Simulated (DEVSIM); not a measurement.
System: illuminated Si p-on-n cell, one wavelength, with a back-surface field, at 300 K.

Layer 1 from the left is Si, thickness (μm) 0.0660, Na (cm⁻³) 8.4e17, τn (s) 1.8e-7, τp (s) 1.8e-8, absorption coefficient (cm⁻¹) 24000. Layer 2 from the left is Si, thickness (μm) 200, Nd (cm⁻³) 4.4e16, τn (s) 8e-7, τp (s) 8e-7, absorption coefficient (cm⁻¹) 24000. Layer 3 from the left is Si, thickness (μm) 1.80, Nd (cm⁻³) 1.6e18, τn (s) 8e-7, τp (s) 8e-7, absorption coefficient (cm⁻¹) 24000.

Left contact: ohmic, minority electron recombination velocity 30 cm/s. Right contact: ohmic, minority hole recombination velocity 20000 cm/s. Voltage is applied to the left contact. Recombination: SRH at mid-gap, radiative, Auger. Light enters at the left, 5.1e16 photons cm⁻² s⁻¹, one pass, no reflection. Mobility is μmin + (μ − μmin)/(1 + (N/Nref)^α).

The device is made up for the run: typed textbook-type constants, with dimensions and the other settings drawn at random. Values at 300 K.

Si: gap (eV) 1.124, affinity (eV) 4.05, permittivity 11.7, Nc (cm⁻³) 2.86e19, Nv (cm⁻³) 3.1e19, μn (cm²/Vs) 1417, μp (cm²/Vs) 470, μn,min 52, μp,min 45, Nref,n 9.7e16, Nref,p 2.2e17, αn 0.68, αp 0.72, B (cm³/s) 4.7e-15, Cn (cm⁶/s) 2.8e-31, Cp (cm⁶/s) 9.9e-32.

Simulated with DEVSIM: 1D drift-diffusion, Boltzmann statistics, complete ionisation; no tunnelling, impact ionisation, image-force lowering or self-heating.

Dark forward current:

```
|V| (V)  |J| (A/cm²)
-------  -----------
0.05        2.372e-9
0.10        8.412e-9
0.15        2.504e-8
0.20        7.260e-8
0.25        2.165e-7
0.30        7.008e-7
0.35        2.629e-6
0.40        1.199e-5
0.45        6.552e-5
0.50       0.0004037
0.55        0.002649
0.60         0.01787
0.65          0.1205
0.70          0.7586
0.75           3.577
0.80           10.52
0.85           21.83
0.90           37.49
0.95           58.19
1.00           85.82
1.05           124.6
1.10           183.3
1.15           275.5
1.20           413.7
1.25           598.4
1.30           820.4
```

Q: Work out the local ideality factor n = ΔV / (kT/q · ln(J2/J1)) between the rows 0.15 and 0.20 V, 0.55 and 0.60 V, 1.25 and 1.30 V.

A: kT/q = 25.85 mV. From 0.15 to 0.20 V: ln(7.260e-8/2.504e-8) = 1.064, n = 1.82. From 0.55 to 0.60 V: ln(0.01787/0.002649) = 1.909, n = 1.01, near the 1 of diffusion or emission over a barrier. From 1.25 to 1.30 V: ln(820.4/598.4) = 0.316, n = 6.13.

Q: What current could the absorbed light give at most, and what share is collected?

A: Σ αd = 484, so qΦ(1 − exp(−Σ αd)) = 8.17 mA/cm². The simulated short-circuit current is 8.091 mA/cm², a share of 0.99.

Q: Estimate the open-circuit voltage by superposition: the voltage at which the dark current equals that short-circuit current.

A: Interpolating ln J in the table gives 0.579 V. The simulation gives 0.579 V, the same within the digits that matter. Superposition holds where collection doesn't change with voltage.

Q: Estimate the fill factor from FF0 = (v − ln(v + 0.72))/(v + 1), v = qVoc/(nkT), with n from the dark curve.

A: The rows about Voc, 0.55 and 0.60 V, give n = 1.01, so v = 22.1 and FF0 = 0.821. The simulation gives 0.819, the same within the digits that matter.
